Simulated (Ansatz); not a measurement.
LiCl in the rock salt structure (space group Fm-3m, No. 225)

Space group Fm-3m (No. 225); a = b = c = 5.112 Å, α = β = γ = 90.00°

```json
[
 {"atom": "Cl", "site": "4a", "symmetry": "m-3m", "x": "0.0000", "y": "0.0000", "z": "0.0000"},
 {"atom": "Li", "site": "4b", "symmetry": "m-3m", "x": "0.5000", "y": "0.5000", "z": "0.5000"}
]
```
(The calculation used a cell of 2 atoms; values per cell refer to that cell.)

Computed with r2SCAN in Ansatz (plane waves to 500 eV, PAW, spin-orbit coupling left out). k-mesh 11×11×11 (Γ-centred); smearing 0.05 eV (Fermi–Dirac).

```yaml
volume_per_atom: 16.70 Å³
density: 2.11 g/cm³
band_gap: 7.29 eV, direct at Γ
electron_mass: 0.47 mₑ
Lowest conduction-band minima above the VBM: Γ 7.29 eV; L along ⟨111⟩ 7.54 eV; X along ⟨100⟩ 8.62 eV
total_energy: -646.397 eV/atom (σ→0; compares only within this code and set-up)
```

Masses are band curvatures over ±0.01 Å⁻¹ around the edge. Semilocal Kohn–Sham gaps tend to fall short of experiment. Stability against distortions was not tested.

Ansatz is a quantum-chemistry and plane-wave program.
